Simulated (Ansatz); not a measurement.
## Quick settings and what they miss: BiF₄ (I4/mmm, 10 atoms in the cell)

Self-consistent single point.

```yaml
crystal:
  lattice:
    - [-2.73214, 2.73214, 5.48917]
    - [2.73214, -2.73214, 5.48917]
    - [2.73214, 2.73214, -5.48917]
  atoms:
    - { symbol: Bi, position: [0.00000, 0.00000, 0.00000] }
    - { symbol: Bi, position: [0.50000, 0.50000, 0.00000] }
    - { symbol: F, position: [0.87385, 0.87385, 0.52566] }
    - { symbol: F, position: [0.12615, 0.12615, 0.47434] }
    - { symbol: F, position: [0.87385, 0.34819, 0.00000] }
    - { symbol: F, position: [0.12615, 0.65181, 0.00000] }
    - { symbol: F, position: [0.34819, 0.34819, 0.47434] }
    - { symbol: F, position: [0.65181, 0.65181, 0.52566] }
    - { symbol: F, position: [0.34819, 0.87385, 0.00000] }
    - { symbol: F, position: [0.65181, 0.12615, 0.00000] }
```

Computed with LDA (PW92), PAW files made with PBE (plane waves; Ansatz, an electronic-structure program).

Base settings: basis.ecutwfc = 420 eV; kpoints.mp_grid.grid = 7 7 7; hamiltonian.xc = lda; hamiltonian.pseudopotentials = {kind: paw} (the program's default PAW files); scf.occupations.method = fixed.

Tight run (finer mesh or higher cutoff; not a proven limit): basis.ecutwfc: 420 eV → 590 eV; kpoints.mp_grid.grid: 7 7 7 → 10 10 10; scf.convergence.dr2_threshold: default (1e-07 eV) → 1e-09 eV. It gave top of the valence band (on the code's own zero) 1.73 eV; gap on the k-point mesh 0.58 eV; pressure -7.69 GPa; largest force (vector length) 0.619 eV/Å.

Quick runs, as changes from the base:
- A: the base itself
- B: basis.ecutwfc: 420 eV → 250 eV; kpoints.mp_grid.grid: 7 7 7 → 3 3 3; scf.occupations.method: fixed → gaussian; scf.occupations.width: default → 0.5 eV
- C: basis.ecutwfc: 420 eV → 295 eV; kpoints.mp_grid.grid: 7 7 7 → 8 8 8; hamiltonian.xc: lda → pbesol; kpoints.mp_grid.shift: default → 0.5 0.5 0.5 [PBEsol]
- D: basis.ecutwfc: 420 eV → 250 eV; kpoints.mp_grid.grid: 7 7 7 → 6 6 6; scf.occupations.method: fixed → fermi_dirac; scf.occupations.width: default → 0.136 eV
- E: basis.ecutwfc: 420 eV → 210 eV; kpoints.mp_grid.grid: 7 7 7 → 2 2 2; scf.occupations.method: fixed → gaussian; kpoints.mp_grid.shift: default → 0.5 0.5 0.5; scf.occupations.width: default → 0.2 eV; scf.convergence.dr2_threshold: default (1e-07 eV) → 0.0001 eV
- F: basis.ecutwfc: 420 eV → 335 eV; kpoints.mp_grid.grid: 7 7 7 → 2 2 2; hamiltonian.xc: lda → pbesol; scf.occupations.method: fixed → fermi_dirac; scf.occupations.width: default → 0.136 eV [PBEsol]

Energies are extrapolated to zero smearing width, which holds to low order in the width alone.

Dashes: gap of B, E, left out as unsure on this mesh or at this smearing; energy of C, F, another energy zero.

Gaps are read on each run's own mesh, which may miss the band edges.

† marks runs with another functional, U, potentials or spin treatment: their distance from the tight run is not a convergence error alone.

The count of work is k-points × plane waves × bands × iterations; it is no time. 

Pressures in the table are Ansatz's without its Pulay estimate, at a fixed set of plane waves; the tight run's value above holds the estimate.

The starting cell comes from a database of computed structures (which also holds hypothetical and non-ambient phases and stackings), without a prior relaxation at this level. Its lattice was rescaled by a random factor within 2.5 % of one. Spin-orbit coupling is off. In the base run, with a pressure of about -8 GPa the cell is away from its equilibrium volume at this level.

```
run  energy less tight (meV/atom)  pressure less tight (GPa)  largest miss in a force vector (eV/Å)  gap on the mesh less tight (eV)  count of work / tight
---  ----------------------------  -------------------------  -------------------------------------  -------------------------------  ---------------------
A                             4.3                      -0.53                                  0.001                            0.057                   0.19
B                          1807.3                     -85.92                                  0.172                                –                  0.013
C†                              –                     -23.72                                  0.201                            0.033                   0.15
D                          1806.1                     -86.14                                  0.132                            0.055                  0.073
E                          5491.0                    -210.60                                  0.895                                –                 0.0043
F†                              –                      -5.10                                  0.257                            0.041                  0.015
```

Among the runs at the tight run's level, the energy misses run from 4.3 to 5491.0 meV/atom.

Keys are those of Ansatz 0.2.
